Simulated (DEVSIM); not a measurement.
Structure: Schottky contact on n-type β-Ga2O3, at 300 K.

| layer (left to right) | material | thickness (μm) | Nd (cm⁻³) | τn (s) | τp (s) |
|---|---|---|---|---|---|
| 1 | β-Ga2O3 | 0.240 | 1.5e16 | 4.3e-9 | 4.3e-9 |

Left contact: Schottky, work function 4.87 eV, emission velocity 3.1e6 cm/s. Right contact: ohmic. Voltage is applied to the left contact. Recombination: SRH at mid-gap, radiative. Mobility is μmin + (μ − μmin)/(1 + (N/Nref)^α).

Constants are typed, rounded textbook-type inputs, not results; the design itself was drawn at random and stands for no fabricated device. Values at 300 K.

| parameter | β-Ga2O3 |
|---|---|
| gap (eV) | 4.8 |
| affinity (eV) | 4 |
| permittivity | 10 |
| Nc (cm⁻³) | 3.7e18 |
| Nv (cm⁻³) | 5e20 |
| μn (cm²/Vs) | 160 |
| μp (cm²/Vs) | 1 |
| μn,min | 20 |
| μp,min | 0.1 |
| Nref,n | 1e18 |
| Nref,p | 1e18 |
| αn | 0.8 |
| αp | 0.8 |
| B (cm³/s) | 1e-12 |

Model (solved in DEVSIM): 1D drift-diffusion, Boltzmann statistics, complete ionisation; no tunnelling, impact ionisation, image-force lowering or self-heating. Metal contacts follow the ideal Schottky-Mott rule: no Fermi-level pinning, no interface dipoles.

Task: Tabulate band edges, carrier densities and field at -10.0 V on the left contact.

Result: Energies count from the Fermi level of the right contact; mesh points crowd at the junctions.

```tsv
x (μm)	Ec (eV)	Ev (eV)	n (cm⁻³)	p (cm⁻³)	field (V/cm)
0.000	10.870	6.070	360	< 1e2	-480000
0.004202	10.669	5.869	360	< 1e2	-480000
0.01028	10.378	5.578	360	< 1e2	-480000
0.01591	10.110	5.310	360	< 1e2	-480000
0.02585	9.639	4.840	360	< 1e2	-470000
0.03363	9.272	4.472	370	< 1e2	-470000
0.04490	8.744	3.944	370	< 1e2	-470000
0.05815	8.127	3.327	370	< 1e2	-460000
0.07374	7.408	2.608	370	< 1e2	-460000
0.08816	6.748	1.948	380	< 1e2	-460000
0.1046	6.003	1.203	380	< 1e2	-450000
0.1295	4.890	0.090	390	< 1e2	-440000
0.1505	3.958	-0.842	390	< 1e2	-440000
0.1651	3.321	-1.479	400	< 1e2	-430000
0.1837	2.517	-2.283	400	< 1e2	-430000
0.1943	2.066	-2.735	400	< 1e2	-430000
0.2035	1.671	-3.128	410	< 1e2	-420000
0.2135	1.248	-3.551	410	< 1e2	-420000
0.2236	0.826	-3.974	49000	< 1e2	-420000
0.2293	0.588	-4.212	4.8e8	< 1e2	-420000
0.2343	0.380	-4.420	1.5e12	< 1e2	-420000
0.2400	0.142	-4.658	1.5e16	< 1e2	-410000
```
